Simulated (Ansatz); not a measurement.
# ZnS: S on a Zn site (antisite), symmetric start

Base system: an 8-atom supercell of ZnS in the zinc blende structure (space group F-43m, No. 216; a = 5.443 Å) at its relaxed geometry.

Modification: a neutral S on a Zn site (antisite), symmetric start, atoms relaxed at fixed cell.

Calculations: Ansatz (a first-principles code) PBE, no spin-orbit coupling, earlier PAW set. Settings: 5×5×5 k-points, 0.01 eV Fermi–Dirac smearing.

The pressure goes from zero to 4.5 GPa and the largest displacement of a host atom from its site in the perfect cell is 0.16 Å. The mean distance from the defect site to its nearest host atoms grows by 0.16 Å, from 2.36 Å to 2.52 Å.

Other magnetic orders, which the real material may have, were not ruled out. In so small a cell the defect repeats every few ångströms: this is an ordered compound, not a dilute defect. A case with no gap was solved on a k-mesh chosen for an insulator, which is coarse for it. The defect started on the symmetric site and kept its symmetry, so it may sit on a saddle. Seeded moments were not kept for S on a Zn site (antisite). The defect cell is spin-polarised and ends with 0.0 μB.
